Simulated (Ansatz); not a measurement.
Ansatz (a first-principles code), DFT, PBE, plane waves, its default PAW files: fcc Cu, atoms displaced (Cu40), 40 atoms. Basis and mesh were picked for this test and aren't claimed converged.

```json
{
 "cell": "3.62, 3.62, 36.15 Å; 90, 90, 90°",
 "distance_to_the_nearest_atom": "2.46 to 2.53 Å",
 "task": "single point",
 "k mesh": "8×8×1",
 "hamiltonian.xc": "pbe",
 "kind_of_files": "paw",
 "scf.occupations.method": "fermi_dirac",
 "scf.occupations.width": "0.1 eV",
 "output.forces": "true",
 "memory maximum (--max-ram)": "200GiB",
 "accuracy": "medium (default)",
 "basis.precision": "auto (default)",
 "basis.xc_grid": "2 (default)",
 "scf.eigensolver.kind": "auto (default)",
 "scf.convergence.dr2_threshold": "4.72416e-07 (default)",
 "scf.lower_state_search": "light (default)",
 "k-points after symmetry": "34",
 "bands_at_the_start": "420",
 "electrons": "760",
 "plane waves at Γ": "9193",
 "cutoff (eV)": "420",
 "FFT grid": "25×25×243",
 "symmetry_operations": "1"
}
```

Machine A. Machine: one whole node, Arm Neoverse V2, 96 cores on 1 socket, no SMT, 1 L3 cache group.

Machine B. It runs on a single node (AMD EPYC (Zen 5), 96 cores on 1 socket, no SMT, 12 L3 cache groups).

Times are wall-clock medians of two to five runs, from launch to exit, with nothing else on the machine. Processes are pinned to neighbouring cores unless said otherwise. The times hold for this build (release build for Arm (Neoverse V2), one process with threads). Scratch files lie in a memory file system. On B the build is release build for x86-64 with AVX-512, one process with threads.

All on 88 threads. On machine A:

```tsv
run	wall time on A
scf.mixing.algorithm = auto (default), scf.mixing.preconditioner = auto (default)	23 s
scf.mixing.algorithm = broyden, scf.mixing.preconditioner = auto (default)	32 s
scf.mixing.algorithm = anderson, scf.mixing.preconditioner = auto (default)	35 s
scf.mixing.algorithm = msr1, scf.mixing.preconditioner = auto (default)	32 s
scf.mixing.algorithm = auto (default), scf.mixing.preconditioner = none	47 s
```

Question: How long do the same runs take on the second machine?

Answer: 
| run | A | B | B over A |
|---|---|---|---|
| scf.mixing.algorithm = auto (default), scf.mixing.preconditioner = auto (default) | 23 s | 12 s | 0.49 |
| scf.mixing.algorithm = broyden, scf.mixing.preconditioner = auto (default) | 32 s | 16 s | 0.49 |
| scf.mixing.algorithm = anderson, scf.mixing.preconditioner = auto (default) | 35 s | 17 s | 0.49 |
| scf.mixing.algorithm = msr1, scf.mixing.preconditioner = auto (default) | 32 s | 16 s | 0.49 |
| scf.mixing.algorithm = auto (default), scf.mixing.preconditioner = none | 47 s | 23 s | 0.49 |

B takes 0.49 to 0.49 times the time of A. The shortest run is scf.mixing.algorithm = auto (default), scf.mixing.preconditioner = auto (default) on both.

Keys are those of Ansatz 0.2.
